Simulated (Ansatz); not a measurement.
**A computed series for BaTiO3: response to strain**

Start from BaTiO3 (space group P4mm, No. 99; a = 3.9723 Å, c = 4.1128 Å). Axes: x, y, z lie along a, b, c of the conventional cell.

Strains are applied to the cell and any free atomic positions relax; under biaxial strain the out-of-plane vector relaxes too; under stress the whole cell relaxes.

Computed with r2SCAN, PAW, 500 eV (Ansatz, a program for electronic structure; no spin-orbit coupling).

Notes on the quantities. energy relative to the base: free energy F.

| change | energy relative to the base | smallest direct gap | band gap | shortest interatomic distance |
|---|---|---|---|---|
| base | 0 meV/atom | 2.70 eV | 2.23 eV | 1.821 Å |
| biaxial strain −4.36 %, plane normal [001], relaxed out of plane | +41 meV/atom | 3.20 eV | 2.35 eV | 1.785 Å |
| biaxial strain −0.74 %, plane normal [001], relaxed out of plane | +1.3 meV/atom | 2.79 eV | 2.25 eV | 1.817 Å |
| biaxial strain +2.06 %, plane normal [001], relaxed out of plane | +9.6 meV/atom | 2.49 eV | 2.16 eV | 1.833 Å |
| biaxial strain +4.12 %, plane normal [001], relaxed out of plane | +37 meV/atom | 2.30 eV | 2.05 eV | 1.844 Å |
| isotropic strain +3.88 % | +68 meV/atom | 2.61 eV | 2.07 eV | 1.773 Å |
| uniaxial stress, 3 GPa compression along x | +1.6 meV/atom | 2.76 eV | 2.24 eV | 1.817 Å |
| uniaxial stress, 1 GPa compression along z | +0.4 meV/atom | 2.64 eV | 2.23 eV | 1.830 Å |

Beyond what the load breaks, stability against distortions was not tested. All final runs are without spin polarisation.
